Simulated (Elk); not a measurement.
Input and output of a self-consistent single point for Pd (Fm-3m, 1 atom in the cell) (Elk).

Computed with PBE, all-electron FP-LAPW, Elk's shipped species files, LAPW+lo basis run with Elk.

```
Pd
1.0
    0.00000     1.95084     1.95084
    1.95084     0.00000     1.95084
    1.95084     1.95084     0.00000
Pd
1
Direct
  0.00000   0.00000   0.00000
```

Reference input (self-consistent single point, DFT, PBE, all-electron FP-LAPW, Elk's shipped species files, LAPW+lo basis): xctype = 20; rgkmax = 7.5; stype = 3; swidth = 0.00367493 Ha; ngridk = 10 10 10; gmaxvr = 14 1/bohr; nxoapwlo = 1; rmtscf = 0.94. This run's input differs from it in these lines:

```diff
@@ -22,3 +22,3 @@
 swidth
-  0.00367493
+  0.000734986
 
@@ -39,3 +39,3 @@
 ngridk
-  10 10 10
+  19 19 19
```

Output (repeated stretches shortened):

```
│ Self-consistent loop started │
│ Loop number : 1 │
 total energy                :     -5038.51140450
│ Loop number : 2 │
 total energy                :     -5038.92345506
RMS change in Kohn-Sham potential (target) :   0.2831887459     (  0.1000000000E-05)
Absolute change in total energy (target)   :   0.4120505548     (  0.1000000000E-03)
│ Loop number : 3 │
 total energy                :     -5040.97699204
RMS change in Kohn-Sham potential (target) :   0.2283504088     (  0.1000000000E-05)
Absolute change in total energy (target)   :    2.156549624     (  0.1000000000E-03)
│ Loop number : 4 │
   [... lines left out ...]
Absolute change in total energy (target)   :   0.1000602526E-02 (  0.1000000000E-03)
│ Loop number : 15 │
 total energy                :     -5047.15379473
RMS change in Kohn-Sham potential (target) :   0.4450929658E-06 (  0.1000000000E-05)
Absolute change in total energy (target)   :   0.3162377570E-03 (  0.1000000000E-03)
│ Loop number : 16 │
 total energy                :     -5047.15381137
RMS change in Kohn-Sham potential (target) :   0.1557250473E-06 (  0.1000000000E-05)
Absolute change in total energy (target)   :   0.9569901340E-04 (  0.1000000000E-03)
Convergence targets achieved

│ Loop number : 17 │

Energies :
 Fermi                       :     0.320810505921
 total energy                :     -5047.15381895

Density of states at Fermi energy :    77.78854075
 (states/Hartree/unit cell)

Estimated indirect band gap :   0.1221466944E-03
 from k-point     93 to k-point    211
Estimated direct band gap   :   0.5418364416E-02
 at k-point     95

Charges :
 core                        :    28.00000000
 valence                     :    18.00000000
 interstitial                :    1.305283035
 muffin-tins (core leakage)
  species :    1 (Pd)
   atom    1                 :    44.69471697     (  0.1749916834E-07)
 total in muffin-tins        :    44.69471697
 total calculated charge     :    46.00896733
 total charge                :    46.00000000
 error                       :   0.8967327756E-02

│ Self-consistent loop stopped │
```

The run converged in 17 iterations. The count includes the last loop, which Elk runs after its targets are met. Against the reference run the free energy goes up by 41.9 meV/atom.

The starting cell has typed, rounded lattice constants, without a prior relaxation at this level. Its lattice was rescaled by up to half a per cent. Spin polarisation is off. Values depend on the basis (sphere radii, cutoffs, local orbitals), which need not be converged. The log's line on a gap gives a spacing of levels on this mesh, which the program prints for metals too.
